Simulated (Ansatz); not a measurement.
Consider this model of amorphous In₂₄O₃₈Hf.

```xyz
63
Lattice="9.6502 -0.0771 0.0682 -0.0771 9.7960 0.1532 0.0682 0.1532 9.4077" Properties=species:S:1:pos:R:3 pbc="T T T"
In     3.2179     8.9553     4.1787
In     8.3869     2.2393     0.2672
In     6.4419     5.5267     8.5383
In     0.5462     1.0755     4.1538
In     5.4205     1.2033     2.0728
In     6.0496     5.7392     5.1969
In     3.3225     6.9070     6.7658
In     7.1052     9.1760     4.8853
In     8.1113     3.3573     3.5228
In    -0.0160     7.3098     5.5616
In     3.9353     2.4400     8.5652
In     4.7227     4.3874     2.4340
In     2.9635     6.4026     0.5532
In     9.4221     5.7550     1.1179
In     5.1482     9.3323     7.7174
In     0.8444     4.3152     7.5540
In     1.0077     0.8265     7.4495
In     8.2457     8.2546     8.5648
In     9.4201     8.9618     2.0208
In     5.9845     7.5224     1.7676
In     1.6848     2.8221     1.6650
In     1.7657     5.0483     4.0606
In     2.8017     9.3118     0.8642
In     3.4681     2.3926     5.2429
O      0.1812     8.6602     7.2078
O      3.8233     2.7472     1.2531
O      9.1767     8.8354     4.1679
O      4.6408     8.3436     5.7578
O      3.3498     8.3603     8.4287
O      3.9468     4.3771     4.4717
O      8.9306     0.2934     9.4512
O      4.9746     5.6241     0.6964
O      2.2829     5.7580     8.1582
O      5.0502     5.6018     6.9924
O      2.4797     4.9667     2.0489
O      1.8022     0.0728     2.5473
O      6.8765     3.2892     8.4724
O      5.0413     1.8634     6.8147
O      4.3791     1.0093     3.8713
O      8.2108     1.5891     4.8243
O      1.1571     7.5305     1.0111
O      0.4243     5.2233     5.7336
O      6.0626     5.9084     3.1730
O      4.8347     0.5129     0.1027
O      6.5516     9.3492     2.8534
O      9.1681     2.3352     7.4613
O      7.5051     7.2313     5.7261
O      7.0924     0.1693     6.7416
O      2.4619     2.9723     7.0889
O      6.5420     3.0019     2.1267
O      2.1366     7.1727     4.9217
O      1.6958     2.8572     3.8599
O      2.0736     0.5875     5.5731
O      9.3198     1.9082     2.2191
O      3.9020     8.0155     2.1625
O      0.3374     3.8349     0.2343
O      6.2334     7.8752     8.8872
O      8.5025     5.9853     8.5574
O      8.1005     7.4175     1.4024
O      2.0659     1.3499     9.2183
O      7.0156     3.8426     5.3347
O      9.3754     4.9706     3.0674
Hf     7.1810     2.2996     6.6245
```

Method: PBE, scalar-relativistic without spin-orbit coupling (plane waves to 420 eV, PAW; Ansatz, a quantum-chemistry and plane-wave program).

Preparation: random packing, a CHGNet melt and quench, and a DFT relaxation. O atoms were pushed apart under 1.9 Å during the dynamics, to hinder bonds among them. The hot cell started wider than the set density and was brought back towards it in steps. It is the lowest in DFT energy of 2 quenches. It is a model cell: composition and starting density were chosen by hand, and all elements were melted together. No dispersion term was used. Its density started from a set value of 6.62 and ended at 6.62 g/cm³. The simulated quench (nominally 280 K/ps over its main leg) is rapid and tends to freeze in more defects than a deposited or slowly cooled glass has. A cell of this size samples the disorder only roughly. The volume was held where the preparation left it and the shape relaxed, at a PBE pressure of -1.4 GPa (tension). Stress components on the final sampling reach 1.5 GPa. On a 2×2×2 Γ-centred mesh force components of up to 0.17 eV/Å stay, since the relaxation ran on the zone centre alone.

Neighbours within In-In 3.12 Å, In-O 2.86 Å, In-Hf 3.23 Å, O-O 1.58 Å, O-Hf 2.65 Å, Hf-Hf 3.34 Å count as bonded. Two cations that share two anions don't count as bonded, nor two that share one unless they lie closer than In-In 3.04 Å, In-Hf 3.15 Å, Hf-Hf 3.25 Å.

Question: Give the coordination numbers, mean bond lengths and angles.

Answer: 
```yaml
Mean coordination of In by anions: 5.67 (8 with 5, 16 with 6)
Mean coordination of O: 3.74 (11 with 3, 26 with 4, 1 with 5)
Mean coordination of Hf by anions: 6.00 (1 with 6)
Mean In-O bond: 2.236 Å (spread 0.148 Å, 136 counted)
Mean O-Hf bond: 2.135 Å (spread 0.059 Å, 6 counted)
Bond angle at In: mean 104.3°, spread 28.7°
Bond angle at O: mean 110.3°, spread 18.6°
Bond angle at Hf: mean 103.6°, spread 27.3°
```

Question: List the pairs of like atoms that count as bonded by the rules above.

Answer: There are none by these rules.
